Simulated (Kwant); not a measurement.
System: stadium cavity between two wires in a InAs two-dimensional gas. Effective mass 0.023 mₑ, grid spacing 25 nm, hard walls, nominal width 300 nm (11 grid rows, so walls 300 nm apart), one parabolic valley, scattering region 2000 nm long along x; energies count from the band bottom; Fermi energy swept from 0.00014533 to 0.0021799 eV. Cavity of radius 430 nm, straight part 430 nm, centre moved sideways by 0 nm.

Constants are typed, rounded textbook-type inputs, not results; the design itself was drawn at random and stands for no fabricated device.

Computed with Kwant: effective-mass tight-binding model on a square grid, one spin, coherent transport at 0 K. Conductance is in e²/h.

**Question.** How many channels do the leads carry at E = 1.32, 1.39, 1.46 meV?

**Answer.** The hard-wall thresholds are n² ħ²π²/(2mW²) = n² × 0.182 meV with W = 300 nm. √(1.32/0.182) = 2.70, so 2. √(1.39/0.182) = 2.77, so 2. √(1.46/0.182) = 2.84, so 2.
